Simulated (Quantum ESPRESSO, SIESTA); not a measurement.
**Pressure against volume in zinc-blende AlN (space group 216) (SIESTA, PBE)**

```
CELL_PARAMETERS angstrom
      0.00000     2.15106     2.15106
      2.15106     0.00000     2.15106
      2.15106     2.15106     0.00000
ATOMIC_POSITIONS crystal
  Al 0.00000 0.00000 0.00000
  N  0.75000 0.75000 0.75000
```

Computed with GGA PBE, numerical atomic orbitals DZP, PseudoDojo PBE standard norm-conserving potentials (rewritten from UPF to PSML) (SIESTA). Settings: XC.functional = GGA; XC.authors = PBE; potentials = PseudoDojo PBE standard; PAO.BasisSize = DZP; PAO.EnergyShift = 0.01 Ry; MeshCutoff = 455 Ry; kgrid.MonkhorstPack = 13 13 13; OccupationFunction = FD; ElectronicTemperature = 10 meV; MaxSCFIterations = 150; SCF.Mixer.Method = Pulay; SCF.Mixer.Weight = 0.2; SCF.Mixer.History = 6; SCF.DM.Tolerance = 1.0E-04. The cell above is the first row's. The rows scale it uniformly. In all rows fractional positions and the k mesh are held.

| V (Å^3/atom) | P (GPa) |
|---|---|
| 9.953 | ? |
| 10.169 | 12.02 |
| 10.386 | 7.18 |
| 10.602 | 2.87 |
| 10.819 | -1.04 |
| 11.035 | -4.55 |
| 11.251 | -7.68 |
| 11.468 | -10.53 |
| 11.684 | -13.05 |

Fit P of the 8 rows that show it with a cubic. With u = V - 10.9, the rows have u = -0.7310, -0.5140, -0.2980, -0.0810, 0.1350, 0.3510, 0.5680, 0.7840. Least squares gives P = -2.403 - 16.4092·u + 4.0838·u² - 0.6154·u³. Residuals (row less fit): 0.005, -0.014, 0.004, 0.007, -0.005, 0.006, -0.011, 0.004; standard error 0.011 (degrees of freedom: 4). The fitted pressure is zero at V0 = 10.76, where dP/dV = -17.60, so B0 = -V0·dP/dV = 189 GPa.

Task: Estimate the missing P (V = 9.953); what did the run itself give?

Result: u = -0.9470, so P = -2.403 - 16.4092 × (-0.9470) + 4.0838 × (-0.9470)² - 0.6154 × (-0.9470)³ = 17.322 GPa. The calculation gives 17.28 GPa, 0.042 GPa below the prediction (0.1 % of the range of P in the table). The row lies outside the fitted rows, so this is an extrapolation. From the scatter of the fitted rows alone, a prediction at this place has a standard error of 0.029 GPa, so the miss is 1.4 times that.

Carrying the step between the two nearest rows on in a straight line would have given 16.84, off by 0.44; series whose last step already gives the withheld value aren't shown. The scan was laid around a cell of about the measured size, scaled by a guess for this functional. This is a metastable polymorph. The runs keep the symmetry of the cell, so they don't test it for distortions. A plane-wave scan with the same functional (Quantum ESPRESSO, GBRV) gives V0 = 10.70 Å^3/atom and B0 = 193 GPa; a Birch-Murnaghan fit to all rows here lies 0.6 % from it in V0 and -2 % in B0; the two differ in basis, and may differ in potentials and mesh. Values carry the incompleteness of an atom-centred basis. Cutoffs and mesh are single choices, not tested for convergence of this quantity. Series with a scatter that would blur these digits, or in which a gap closes, are not shown.
